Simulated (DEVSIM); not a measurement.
Device: abrupt Si n-p junction, at 400 K.

```
layer (left to right)  material  thickness (μm)  Nd (cm⁻³)  Na (cm⁻³)  τn (s)  τp (s)
---------------------  --------  --------------  ---------  ---------  ------  ------
1                            Si            2.00     2.6e15          -  5.1e-7  5.1e-7
2                            Si            52.0          -     2.3e16  5.1e-7  5.1e-7
```

Left contact: ohmic. Right contact: ohmic. Voltage is applied to the left contact. Recombination: SRH at mid-gap, radiative, Auger. Mobility is μmin + (μ − μmin)/(1 + (N/Nref)^α).

The device is made up for the run: typed textbook-type constants, with dimensions and the other settings drawn at random. Values at 300 K; Nc and Nv go as T^1.5, mobilities as T to minus their exponent, the gap by Varshni's rule with the affinity fixed.

| parameter | Si |
|---|---|
| gap (eV) | 1.124 |
| affinity (eV) | 4.05 |
| permittivity | 11.7 |
| Nc (cm⁻³) | 2.86e19 |
| Nv (cm⁻³) | 3.1e19 |
| μn (cm²/Vs) | 1417 |
| μp (cm²/Vs) | 470 |
| μn,min | 52 |
| μp,min | 45 |
| Nref,n | 9.7e16 |
| Nref,p | 2.2e17 |
| αn | 0.68 |
| αp | 0.72 |
| T exponent of μn | 2.3 |
| T exponent of μp | 2.2 |
| B (cm³/s) | 4.7e-15 |
| Cn (cm⁶/s) | 2.8e-31 |
| Cp (cm⁶/s) | 9.9e-32 |
| Varshni α (eV/K) | 0.000473 |
| Varshni β (K) | 636 |

Model (solved in DEVSIM): 1D drift-diffusion, Boltzmann statistics, complete ionisation; no tunnelling, impact ionisation, image-force lowering or self-heating.

Task: Give the dark forward current.

Result: 
(V (V), J (A/cm²)): (-0.05, -0.00036); (-0.15, -0.0079); (-0.20, -0.033); (-0.30, -0.51); (-0.40, -4.2); (-0.45, -8.0); (-0.55, -19); (-0.60, -25); (-0.70, -40); (-0.80, -58); (-0.85, -68); (-0.95, -91); (-1.05, -120); (-1.10, -130); (-1.20, -160); (-1.25, -180); (-1.35, -220); (-1.45, -260); (-1.50, -290); (-1.60, -340)
